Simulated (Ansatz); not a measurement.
An Ansatz (a program for electronic structure) run: TiO2 with a change (biaxial strain −0.60 %, plane normal [001], relaxed out of plane); PBEsol (Ansatz), no SOC.

Input:

Ansatz 0.2 input:
```yaml
crystal:
  lattice:
    - [4.563656224, 0, 0]
    - [0, 4.563656224, 0]
    - [0, 0, 2.9478650331]
  atoms:
    - { symbol: Ti, position: [0, 0, 0] }
    - { symbol: Ti, position: [0.5, 0.5, 0.5] }
    - { symbol: O, position: [0.3044401148, 0.3044401148, 0] }
    - { symbol: O, position: [0.8044401148, 0.1955598852, 0.5] }
    - { symbol: O, position: [0.1955598852, 0.8044401148, 0.5] }
    - { symbol: O, position: [0.6955598852, 0.6955598852, 0] }
basis: { ecutwfc: 420, ecutrho_ratio: 4, xc_grid: 2, fft_grid_basis: typed }
kpoints: { mp_grid: { grid: [7, 7, 11] } }
hamiltonian:
  xc: pbesol
  dispersion: none
  pseudopotentials: { kind: paw }
scf: { occupations: { method: fermi_dirac, width: 0.05 } }
relax: { f_tol: 0.005, max_steps: 50, cell: { stress_tol: 0.01, fix: [a, b, gamma] } }
output: { forces: true, stress: true }
checkpoint: { write: state.ck, write_every: 1000 }
```

Output (explanatory and most iteration lines left out):

```
Relaxation: its limit of steps is 50 (relax.max_steps)
Pseudopotential: Ti, paw, valence charge 12
Pseudopotential: O, paw, valence charge 6
Crystal: 6 atoms, lattice volume = 61.395 Å³
Basis set: ecut = 420 eV, 1177 PW (Γ), exchange–correlation on 64×64×40 points (8 copies of the dense FFT grid, shifted against one another)
Bands: 30, of which v1, the nominal top of the filled ones, is band 24 counted from 1 (23 counted from 0)
Symmetry: 16 space group operations
Space group: P42/mnm (ITA 136), of the structure as read, at distance tolerance 3.9e-5 Å
k-points: 60 of 539
Functional: x = pbesol(κ = 0.804, μ = 0.12345679012345678), c = pbesol(β = 0.046)
SCF iter   1: F=—  HF=-7199.643596 eV  |F-HF|=—  |Δ(HF+E_count)|=         —  Δρ=1.93e-2  dr2=1.92e-1  ethr=1.77e-3  ⟨swp⟩=5.2  Hψ=7216  notcnv=0
SCF iter   2: F=—  HF=-7199.610048 eV  |F-HF|=—  |Δ(HF+E_count)|=   3.35e-2  Δρ=8.70e-3  dr2=4.17e-2  ethr=4.01e-4  ⟨swp⟩=2.0  Hψ=3243  notcnv=0  defer=61
SCF 1 converged in 7 iterations: F = -7199.601939 eV  dr2 = 3.06e-8
relax step   1: F+E_penalty+E_count = -7199.60193912 eV  Δ(F+E_penalty+E_count) = +0.000e0 eV  max|allowed force component| = 2.534e-2 eV/Å  Δτ_max = 0.0000 Å  P = +1.868 GPa  Ω = 61.395 Å³  fix = [a, b, gamma]  reactions: a +2.500, b +2.500 GPa  (7 SCF iters, dr2 threshold 1.00e-7 eV, accepted)
[... steps on the carried basis left out ...]
relax step   3: F+E_penalty+E_count = -7199.60184816 eV  Δ(F+E_penalty+E_count) = +4.300e-5 eV  max|allowed force component| = 5.142e-4 eV/Å  Δτ_max = 0.0011 Å  P = +1.502 GPa  Ω = 61.455 Å³  energy of the carried Pulay correction = -3.053e-4 eV  fix = [a, b, gamma]  reactions: a +2.255, b +2.255 GPa  (5 SCF iters, dr2 threshold 1.73e-7 eV, accepted)
Crystal: 6 atoms, lattice volume = 61.455 Å³
SCF iter   1: F=—  HF=-7199.602256 eV  |F-HF|=—  |Δ(HF+E_count)|=         —  Δρ=1.31e-5  dr2=4.51e-8  ethr=1.06e-8  ⟨swp⟩=3.1  Hψ=12014  notcnv=0
SCF iter   2: F=—  HF=-7199.602115 eV  |F-HF|=—  |Δ(HF+E_count)|=   1.41e-4  Δρ=7.60e-6  dr2=2.25e-8  ethr=9.40e-11  ⟨swp⟩=2.0  Hψ=3238  notcnv=0
SCF 4 converged in 6 iterations: F = -7199.602115 eV  dr2 = 5.34e-13
SCF converged after 6 iterations
Free energy (F): -7199.602115 eV
Internal energy: -7199.602115 eV  (E = F + TS)
E sigma→0 (E₀):  -7199.602115 eV
Fermi energy:    10.180319 eV
--- Forces (eV/Å), atoms counted from 1 ---
  atom   1  Ti     0.00000000    -0.00000000     0.00000000
  atom   2  Ti     0.00000000     0.00000000     0.00000000
  atom   3  O     -0.00048260    -0.00048260     0.00000000
  atom   4  O     -0.00048260     0.00048260     0.00000000
  atom   5  O      0.00048260    -0.00048260     0.00000000
  atom   6  O      0.00048260     0.00048260     0.00000000
--- Stress (GPa, compression-positive) ---
        2.263871       0.000000       0.000000
        0.000000       2.263871       0.000000
        0.000000       0.000000       0.004058
  P = ⅓ Tr σ = 1.5106 GPa (15.106 kbar)
--- Relaxed structure (3 steps of the walk, 3 accepted, 1 SCFs on fresh bases) ---
  cell:  # Å, volume = 61.4554 Å³
    - [4.563656224, 0.0, 0.0]
    - [0.0, 4.563656224, 0.0]
    - [0.0, 0.0, 2.950762541325524]
  atoms:
    - { symbol: Ti, position: [-1.2868545480584858e-20, 6.593979455068297e-37, 0.0] }
    - { symbol: Ti, position: [0.5, 0.5, 0.5] }
    - { symbol: O, position: [0.30422350223201045, 0.30422350223201045, 0.0] }
    - { symbol: O, position: [0.8042235022320106, 0.19577649776798955, 0.5] }
    - { symbol: O, position: [0.19577649776798955, 0.8042235022320106, 0.5] }
    - { symbol: O, position: [0.6957764977679896, 0.6957764977679896, 0.0] }
```

No phonon test of stability was made. The final runs are not spin-polarised. The cell was made from TiO2 in the rutile structure (space group P4_2/mnm, No. 136) by this change: biaxial strain −0.60 %, plane normal [001], relaxed out of plane.
